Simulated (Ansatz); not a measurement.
Formation energy of the bound charge states of O on the P site (O_P) in zinc-blende BP (start: the P site; 64-site cell, 2×2×2 shifted sampling) against the Fermi level, P-rich (Δμ(P) = 0.00 eV, Δμ(O) = -3.37 eV, bounded by B2O3 (P3_121); only phases computed here count, gases as isolated molecules at 0 K). All values below come from PBE, PAW (plane waves to 420 eV; Ansatz, a first-principles code).

Cell and caveats: 64-site cell; 2×2×2 shifted k-points; host gap 1.25 eV; charged states image-corrected; energies good to tenths of an eV; flagged in the runs: a strain field that reaches the edge of the cell.

Left out: charge −1 (level within 0.1 eV of a band edge or past it).

```csv
E_F − E_VBM (eV),q = +1,q = 0
0.00,4.16,4.59
0.16,4.32,4.59
0.31,4.48,4.59
0.47,4.63,4.59
0.62,4.79,4.59
0.78,4.94,4.59
0.94,5.10,4.59
1.09,5.26,4.59
1.25,5.41,4.59
```

Crossings of the lowest lines: (+1/0) at 0.43 eV.
